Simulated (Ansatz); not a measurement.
## PbTe: response to strain

Base system: PbTe in the rock salt structure (space group Fm-3m, No. 225).

```
PbTe
1.0
    0.00000     3.22104     3.22104
    3.22104     0.00000     3.22104
    3.22104     3.22104     0.00000
Te Pb
1 1
Cartesian
  3.22104   3.22104   3.22104
  0.00000   0.00000   0.00000
```

Strains are applied to the cell and any free atomic positions relax.

Level of theory: PBEsol, PAW, 420 eV (Ansatz, a program for electronic structure; without spin-orbit coupling).

| isotropic strain (%) | pressure (GPa) |
|---|---|
| -3 | 5.0 |
| -1.5 | 2.3 |
| -0.5 | 0.7 |
| 0 | 0.0 |
| 1 | ? |
| 1.5 | -1.8 |
| 2 | -2.3 |
| 2.5 | -2.8 |
| 3 | -3.2 |

**Question.** Fit P = P₀ − Bδ + Cδ² with δ = (1 + ε)³ − 1 to the rows shown and predict the withheld row.

**Answer.** Least squares on the printed values gives P₀ = 0.0 GPa, B = 46.0 GPa, C = 125 GPa (largest residual 0.0 GPa); this predicts -1.3 GPa, and the run gives -1.2 GPa, in agreement.

Stability against distortions was not tested.
